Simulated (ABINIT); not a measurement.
## Short convergence ladders for Li3Ag (I4mm, 4 atoms in the cell)

```yaml
crystal:
  lattice:
    - [-2.10280, 2.10280, 3.65758]
    - [2.10280, -2.10280, 3.65758]
    - [2.10280, 2.10280, -3.65758]
  atoms:
    - { symbol: Li, position: [0.25000, 0.75000, 0.50000] }
    - { symbol: Li, position: [0.75000, 0.25000, 0.50000] }
    - { symbol: Li, position: [0.50684, 0.50684, 0.00000] }
    - { symbol: Ag, position: [0.00000, 0.00000, 0.00000] }
```

Base method: PBEsol, norm-conserving pseudopotentials (PseudoDojo nc-sr-04 PBEsol standard) (plane waves; ABINIT).

Base settings: pseudos = [Li.upf, Ag.upf]; ecut = 41 Ha; ixc = -116133; occopt = 7; tsmear = 0.00367493 Ha; ngkpt = 5 5 5; nshiftk = 1; shiftk = 0 0 0; potentials = PseudoDojo nc-sr-04 PBEsol standard; nband = 19.

The count of work is k-points × plane waves × bands × iterations; it is no time. 

**The k-point mesh**

Only quantities that move along the ladder and can be compared are tabulated.

```tsv
ngkpt	free energy less the last step's (meV/atom)	pressure (GPa)	largest difference of a force vector from the last step's (eV/Å)	count of work / last
2 2 2	-164.19	-0.21	0.008	0.034
3 3 3	35.13	0.92	0.007	0.10
4 4 4	8.19	-0.06	0.005	0.22
5 5 5	-3.10	-0.02	0.003	0.30
6 6 6	-4.05	-0.03	0.002	0.51
8 8 8	0.00	-0.01	0.000	1.0
```

Coarsest ngkpt that holds the pressure within 0.5 GPa of the last step, with all finer ones: 4 4 4, at 0.22 of the last step's count of work; the step before is off by 0.93 GPa.

Coarsest ngkpt that holds the free energy within 5 meV/atom: not settled: the last two steps still differ by 4.1 meV/atom, over half the tolerance, so the ladder does not show it.

**The k-point mesh at a smearing width of 0.02 eV**

In this ladder: tsmear = 0.00073499 Ha.

Only quantities that move along the ladder and can be compared are tabulated.

```tsv
ngkpt	free energy less the last step's (meV/atom)	count of work / last
4 4 4	10.34	0.13
6 6 6	-4.88	0.29
7 7 7	-2.95	0.39
10 10 10	0.00	1.0
```

Coarsest ngkpt that holds the free energy within 2 meV/atom: not settled: the last two steps still differ by 2.9 meV/atom, over half the tolerance, so the ladder does not show it.

On the base run: the starting cell comes from a database of computed structures (which also holds hypothetical and non-ambient phases and stackings), without a prior relaxation at this level. Its lattice was rescaled by up to half a per cent. One atom was moved a little off its site on purpose.
